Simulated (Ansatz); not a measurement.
Consider Rh in the fcc (Cu type) structure (space group Fm-3m, No. 225; a = 3.802 Å; relaxed with 0.1 eV smearing). Axes: x, y, z lie along the cube axes.

Computed with r2SCAN in Ansatz (plane waves to 500 eV, PAW, spin-orbit coupling left out), earlier PAW set.

Modification: biaxial strain +3.46 %, plane normal [110], relaxed out of plane (Cartesian); in-plane vectors clamped, the third vector and the atoms free.

Question: Predict the new energy relative to the base.

Answer: The energy rises by 54 meV/atom.

Question: What does the calculation give for the ratio −ε⊥/ε∥ after the change?

Answer: The ratio −ε⊥/ε∥ comes out as 0.53.

A biaxial case was relaxed in a doubled cell and then solved in the primitive one. No phonon test of stability was made. The final runs are not spin-polarised. Rh lies near a magnetic instability that expansion can trigger; it was not tested.

Ansatz is a quantum-chemistry and plane-wave program.
